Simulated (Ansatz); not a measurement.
The parent structure is BeTe in the zinc blende structure (space group F-43m, No. 216; a = 5.657 Å). Axes: x, y, z lie along the cube axes.

Level of theory: Ansatz (an electronic-structure program) r2SCAN, without spin-orbit coupling.

For the base:

| Quantity | Result |
|---|---|
| Band gap | 2.37 eV |
| Electron mass | 2.1 mₑ along k, 0.25 mₑ across (at X) |
| Smallest direct gap | 4.04 eV |

The change: uniaxial strain ε_zz = +2.00 %, all other strain components held at zero, atoms relaxed at fixed cell.

### Question
What does the calculation give for the band gap after the change?

### Answer
The band gap falls by 0.035 eV (2.37 eV → 2.34 eV).

### Question
Estimate the effect on the stress.

### Answer
The stress (xx, yy, zz, yz, xz, xy; compression positive) is (-0.70, -0.70, -1.97, 0.00, 0.00, 0.00) GPa.

### Question
What happens to the electron mass?

### Answer
The electron mass changes from 2.1 mₑ along k, 0.25 mₑ across (at X) to 2.3 mₑ along k, 0.26 mₑ across (at X).

### Question
Estimate the effect on the smallest direct gap.

### Answer
The smallest direct gap falls by 0.03 eV (4.04 eV → 4.01 eV).

With Te present, leaving out spin-orbit coupling can change the band edges. Masses are band curvatures over ±0.01 Å⁻¹ around the edge. Along k means along the line from Γ to the band edge. Whether these cells are dynamically stable was not tested.
